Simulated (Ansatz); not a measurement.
## Effective masses and thermopower of BP under load (space group I-4m2)

Input:

```
CELL_PARAMETERS angstrom
      0.00000     2.24586     2.34578
      2.24586     0.00000     2.34578
      2.24586     2.24586     0.00000
ATOMIC_POSITIONS crystal
  B  0.00000 0.00000 0.00000
  P  0.25000 0.25000 0.25000
```

These are r2SCAN with spin-orbit coupling, rigid bands (plane waves, PAW; Ansatz, an electronic-structure program) values and carry that method's errors. Condition of this run: uniaxial stress along [001] of -12 GPa (compression positive) (the target of the relaxation). Geometry: cell and atoms relaxed with PBEsol, then loaded as said.

```
Item                                                                                                                                                               Value
---------------------------------------------------------------------------------------------------------------------------------------  -------------------------------
band gap                                                                                                                                                         1.07 eV
electron conductivity mass (300 K, dilute)                                                                                               0.39 (x), 0.39 (y), 0.24 (z) mₑ
hole conductivity mass (300 K, dilute)                                                                                                   0.35 (x), 0.35 (y), 0.26 (z) mₑ
effective density of states N_c (300 K)                                                                                                                      2.6e19 cm⁻³
effective density of states N_v (300 K)                                                                                                                      1.1e19 cm⁻³
density-of-states mass, electrons                                                                                                                                1.02 mₑ
density-of-states mass, holes                                                                                                                                    0.59 mₑ
Seebeck coefficient, n-type 1e19 cm⁻³, 300 K                                                                                                                   -297 μV/K
best n-type power factor at 300 K for τ = 10 fs (best axis; densities from 1e16 to 1e21 cm⁻³ tried, whether or not they can be reached)     17.8 μW/(cm·K²) at 1e20 cm⁻³
Seebeck coefficient, p-type 1e19 cm⁻³, 300 K                                                                                                                    261 μV/K
best p-type power factor at 300 K for τ = 10 fs (best axis; densities from 1e16 to 1e21 cm⁻³ tried, whether or not they can be reached)      9.1 μW/(cm·K²) at 3e19 cm⁻³
```

Rigid bands; masses and Seebeck coefficients take one relaxation time τ for all states and one kind of carrier; polarons and phonon drag are left out. Geometry: cell and atoms relaxed with PBEsol.
